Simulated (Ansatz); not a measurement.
Start from TlCl in the CsCl type structure (space group Pm-3m, No. 221).

TlCl has the cubic space group Pm-3m (No. 221), the CsCl type structure, Pearson symbol cP2. Cell: a = b = c = 3.769 Å, α = β = γ = 90.00°. Tl on 1a is coordinated by 8 Cl at 3.264 Å (cubic). Cl on 1b has 8 Tl at 3.264 Å (cubic). (Neighbours: up to the widest gap in distance over summed covalent radii, below 1.35, at either atom; cation-cation and far metal-metal contacts left out.)

Method: DFT with PBEsol, PAW potentials and a 420 eV plane-wave cutoff in Ansatz (an electronic-structure program), scalar-relativistic without spin-orbit coupling.

Base values:

| Item | Value |
|---|---|
| Electron mass | 0.14 mₑ along k, 0.27 mₑ across (at X) |
| Hole mass | 0.21 mₑ along k, 0.54 mₑ across (at X) |
| Valley order | X along ⟨100⟩ 1.79 eV; R along ⟨111⟩ 2.19 eV |

Modification: every lattice vector is stretched by 1.00 %; the atoms relax in the strained cell.

Question: How does this affect the energy relative to the base, electron mass, hole mass and valley order?

Answer: The energy grows by 2.2 meV/atom; the electron mass changes from 0.14 mₑ along k, 0.27 mₑ across (at X) to 0.15 mₑ along k, 0.28 mₑ across (at X); the hole mass goes from 0.21 mₑ along k, 0.54 mₑ across (at X) to 0.23 mₑ along k, 0.57 mₑ across (at X); the valley order (the lowest conduction-band minima on the path, energy above the VBM, named in the base's zone) goes from X along ⟨100⟩ 1.79 eV; R along ⟨111⟩ 2.19 eV to X along ⟨100⟩ 1.88 eV; R along ⟨111⟩ 2.32 eV.

Spin-orbit coupling, missing from the scalar runs, can matter with Tl. Effective masses come from finite differences of ±0.01 Å⁻¹. Along k means along the line from Γ to the band edge. No phonon test of stability was made.
